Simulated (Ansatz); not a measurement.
YSi (Cmcm, No. 63; cell taken from a computed entry) was calculated with r²SCAN-D4 (plane waves, PAW; Ansatz, a program for electronic structure).

Settings: plane-wave cutoff 500 eV, 10×10×10 k mesh, Fermi–Dirac smearing 0.05 eV, scalar-relativistic PAW data made under PBE.

Computed at the level's own relaxed cell.

Task: What does this level give for the volume per atom?

Result: 
volume per atom: 21.54 Å³/atom

The run finds no gap.

Note: the relaxation could not lower the start's symmetry, so the cell can be a saddle point above a distorted one.

Static lattice: no zero-point or thermal effects.

It cost roughly 2.8 core-minutes of CPU time.
